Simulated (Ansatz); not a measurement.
The starting structures come from a database of crystals and need not be the phases stable at ambient conditions.

 Where the default PAW files enter, the runs use the earlier of Ansatz's two default sets.

Input:

```
Ag2S
1.0
    4.36114     0.00000     0.00000
    0.00000     7.40179     0.00000
   -1.52193     0.00000     7.63901
Ag S
8 4
Cartesian
  2.86491   3.63569   1.57677
 -0.02570   3.76610   6.06225
  2.91583   7.33658   2.24274
 -0.07662   0.06521   5.39628
  2.21262   2.27213   4.25562
  0.62659   5.12966   3.38340
  2.04619   5.97302   7.20290
  0.79302   1.42877   0.43611
  1.30494   1.75171   6.56543
  1.53427   5.65008   1.07359
  2.95388   5.45260   4.89309
 -0.11467   1.94919   2.74592
```

Space group of this cell: P2_1/c. The cell is taken as given; by LDA its mean pressure is -8.4 GPa.

Transport runs along the normal of the first two printed cell vectors.

The gap is the functional's own, uncorrected, and κ follows it; spin-orbit coupling is left out. Mid-gap values are interpolated between the computed energies.

Question: Compute, with LDA (Ansatz, an electronic-structure program), the band gap and the smallest decay constant κ at mid-gap.

Answer: Gap 0.86 eV on a 8×4×4 mesh; κ = 0.131 1/Å, at the zone centre.
